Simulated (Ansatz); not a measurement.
# BaZrO3, response to strain

Take BaZrO3 in the cubic perovskite structure (space group Pm-3m, No. 221; a = 4.2272 Å) as the base.

Strains are applied to the cell and any free atomic positions relax.

Calculations: PBE, PAW, 420 eV (Ansatz, an electronic-structure program; no spin-orbit coupling).

| isotropic strain (%) | band gap (eV) |
|---|---|
| -4.3 | 3.47 |
| -0.8 | ? |
| 0 | 3.18 |
| 3.52 | 2.92 |

### Question
Fit E_g = E₀ + Dε (ε in %) to the rows shown and predict the withheld row.

### Answer
Least squares on the printed values gives E₀ = 3.17 eV, D = -70.2 meV per % of strain (largest residual 0.01 eV); this predicts 3.23 eV, and the run gives 3.24 eV, in agreement.

No phonon test of stability was made.
